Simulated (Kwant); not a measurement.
Device: wire with one Gaussian impurity in a GaAs two-dimensional gas. Effective mass 0.067 mₑ, grid spacing 1.3 nm, hard walls, nominal width 40 nm (31 grid rows, so walls 41.6 nm apart), one parabolic valley, scattering region 120 nm long along x; energies count from the band bottom; Fermi energy swept from 0.0028062 to 0.059632 eV. Impurity U exp(−r²/2σ²), U = -0.55 eV, σ = 1.8 nm, 8 nm off the axis.

Constants are typed, rounded textbook-type inputs, not results; the design itself was drawn at random and stands for no fabricated device.

Model: effective-mass tight-binding model on a square grid, one spin, coherent transport at 0 K (Kwant). Conductance is in e²/h.

Density of the scattering states that come in from the left lead, at energy = 0.017132 eV, in bins, relative to the largest site value (x marks bins outside the device):

```
|                                            |
|.......     .::::..                         |
|:-----:.   .-=++=-:. .......................|
|==+++=-:. .:=*##*=-..............:::::::::::|
|=++**+=-. .-+#@@#+-..:::::::::::::::::::::--|
|=+****+-...-*%@@%*-..=--::::::::::::::------|
|==+***+-:..:+%@@%*-..+--::::::::::::::------|
|--=+++=-:..:+#%%#+-..-=-:::::::::::::::::---|
|::--===-.. .-+**+=:. .:::..........:::::::::|
|..::---:....:-===-:.   .....................|
|.....:::.....:::::..   .....................|
|:::.....::::.......... .....................|
|=--:....:::::....::::.....::::::............|
|**+-:...:----::::-----:::::::::::::::::.....|
|%%#+-...:-===----=+++=-----------:::::::::::|
|@@%*-:..:-=++====++*++=-------------::::::::|
|@@%*=:..:-=++++++****++=------------::::::::|
|%@%*=:..:-=+++++++***+==-----:::::::::::::::|
|###+-:...:-======+++++=--::::::::::::::::...|
|++=-:.  ..::----------:::...................|
|:::..     ...............                   |
|                                            |
```
Scale: ten equal steps from 0.010 (start of ' ') to 0.974 (end of '@'), in the order ' .:-=+*#%@'; x runs from -58.4 to 58.4, y from -18.6 (bottom) to 18.6 (top).

The conductance there is 1.60 e²/h with 2 open channel(s) in the leads.
